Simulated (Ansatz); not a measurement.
System: W-vacancy pair (W on one host Mo site, one Mo site vacant) in bcc Mo (neutral cell). Computed with PBE, PAW (plane waves to 420 eV; Ansatz, an electronic-structure program).

36-site cell at the relaxed PBE lattice, a 2×2×3 k-point mesh shifted by half a step, smearing 0.10 eV, spin-restricted, no finite-size correction. Energies are static. Spin-orbit coupling is left out. Forms of the defect that were not tried may lie lower.

Barriers: single points on a 3×3×5 k-point mesh shifted by half a step at the bands' geometries (they differ from the bands' own by up to 0.06 eV, and are uncertain by about as much).

A. a nearby Mo atom hops onto the vacant site (W-vacancy distance between ideal sites 2.74 → 3.16 Å); the atom moves 2.70 Å along (0.49, -0.49, 0.49) of the unit cell; the moving atom starts with neighbours 2 Mo at 2.71, 3 Mo at 2.74, 2 Mo at 2.75, 2 Mo at 3.14, 2 Mo at 3.17, Mo at 3.19; W at 3.14 Å and ends with Mo at 2.71, 3 Mo at 2.74, 2 Mo at 2.74, 3 Mo at 3.14, 2 Mo at 3.17, Mo at 3.18; W at 2.72 Å; the start lies 0.044 eV above the lowest site run; saddle order not checked.
B. direct exchange of W with the vacancy (W-vacancy distance between ideal sites 2.74 Å throughout); the atom moves 2.70 Å along (0.49, 0.49, 0.49) of the unit cell; the moving atom starts with neighbours 2 Mo at 2.72, 3 Mo at 2.74, 2 Mo at 2.75, 3 Mo at 3.13, 2 Mo at 3.17, Mo at 3.19 Å and ends with 2 Mo at 2.72, 3 Mo at 2.74, 2 Mo at 2.75, 3 Mo at 3.13, 2 Mo at 3.17, Mo at 3.19 Å; the start lies 0.044 eV above the lowest site run; saddle order not checked, on a symmetry element.

A band can be held on a symmetry element, so unchecked saddle points there may be too high.

Q: Rank these by forward barrier (lowest first), as PBE, PAW gives it.

A: A (1.13 eV), B (1.35 eV)
